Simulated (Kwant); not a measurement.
Model system: wire with a row of barriers in a In0.53Ga0.47As two-dimensional gas. Effective mass 0.041 mₑ, grid spacing 7.5 nm, hard walls, nominal width 150 nm (19 grid rows, so walls 150 nm apart), one parabolic valley, scattering region 750 nm long along x; energies count from the band bottom; Fermi energy swept from 0.0003261 to 0.0038724 eV. 2 barrier(s) across the wire, height 0.015 eV, thickness 15 nm (about 2 grid columns), spaced by 120 nm.

Constants are typed, rounded textbook-type inputs, not results; the design itself was drawn at random and stands for no fabricated device.

Model: effective-mass tight-binding model on a square grid, one spin, coherent transport at 0 K (Kwant). Conductance is in e²/h.

Q: How many channels do the leads carry at E = 3.05, 3.20 meV?

A: The hard-wall thresholds are n² ħ²π²/(2mW²) = n² × 0.408 meV with W = 150 nm. √(3.05/0.408) = 2.73, so 2. √(3.20/0.408) = 2.80, so 2.
